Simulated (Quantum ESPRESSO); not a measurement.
How a calculation on MgZrF₆ (Fm-3m, 8 atoms in the cell) responds to its settings

```xyz
8
Lattice="-3.9880 0.0000 3.9880 0.0000 3.9880 3.9880 -3.9880 3.9880 0.0000" Properties=species:S:1:pos:R:3 pbc="T T T"
Mg    -3.9880     3.9880     3.9880
Zr     0.0000     0.0000     0.0000
F     -3.9880     2.0130     3.9880
F     -3.9880     5.9630     3.9880
F     -2.0130     3.9880     3.9880
F     -5.9630     3.9880     3.9880
F     -3.9880     3.9880     2.0130
F     -3.9880     3.9880     5.9630
```

Base run A: LDA (PZ), GBRV 1.5 ultrasoft (LDA) pseudopotentials (Quantum ESPRESSO), self-consistent single point.

Its settings: ecutwfc = 40 Ry; ecutrho = 320 Ry; occupations = smearing; smearing = fermi-dirac; degauss = 0.000734986 Ry; potentials = {Mg: mg_lda_v1.4.uspp.F.UPF, Zr: zr_lda_v1.uspp.F.UPF, F: f_lda_v1.4.uspp.F.UPF}; K_POINTS = automatic 6 6 6 0 0 0; conv_thr = 1e-10 Ry.

The starting cell comes from a database of computed structures (which also holds hypothetical and non-ambient phases and stackings), without a prior relaxation at this level. In the base run, with a pressure of about -4 GPa the cell is away from its equilibrium volume at this level.

```csv
run,change,pressure (GPa),largest force (eV/Å),gap on the mesh (eV),k-points,valence electrons
A,base,-3.96,0.249,6.812,16,64
B,"pseudopotentials: {Mg: mg_lda_v1.4.uspp.F.UPF, Zr: zr_lda_v1.uspp.F.UPF, F: f_lda_v1.4.uspp.F.UPF} → {Mg: Mg.pbe-n-kjpaw_psl.0.3.0.UPF, Zr: Zr_pbe_v1.uspp.F.UPF, F: f_pbe_v1.4.uspp.F.UPF}; K_POINTS: automatic 6 6 6 0 0 0 → automatic 3 3 3 0 0 0; input_dft: default → pbesol [PBEsol]",-0.36,0.216,6.847,4,56
C,"pseudopotentials: {Mg: mg_lda_v1.4.uspp.F.UPF, Zr: zr_lda_v1.uspp.F.UPF, F: f_lda_v1.4.uspp.F.UPF} → {Mg: Mg.pbe-n-kjpaw_psl.0.3.0.UPF, Zr: Zr_pbe_v1.uspp.F.UPF, F: f_pbe_v1.4.uspp.F.UPF}; K_POINTS: automatic 6 6 6 0 0 0 → automatic 4 4 4 0 0 0; input_dft: default → pbesol [PBEsol]",-0.35,0.216,6.847,8,56
D,"pseudopotentials: {Mg: mg_lda_v1.4.uspp.F.UPF, Zr: zr_lda_v1.uspp.F.UPF, F: f_lda_v1.4.uspp.F.UPF} → {Mg: Mg.pbe-n-kjpaw_psl.0.3.0.UPF, Zr: Zr_pbe_v1.uspp.F.UPF, F: f_pbe_v1.4.uspp.F.UPF}; K_POINTS: automatic 6 6 6 0 0 0 → automatic 5 5 5 0 0 0; input_dft: default → pbesol [PBEsol]",-0.35,0.216,6.847,10,56
```

Run D against A: The pressure goes from -3.96 to -0.35 GPa, the largest force goes from 0.249 to 0.216 eV/Å and the gap on the mesh goes from 6.812 to 6.847 eV.

Run C against A: The pressure goes from -3.96 to -0.35 GPa, the largest force goes from 0.249 to 0.216 eV/Å and the gap on the mesh goes from 6.812 to 6.847 eV.
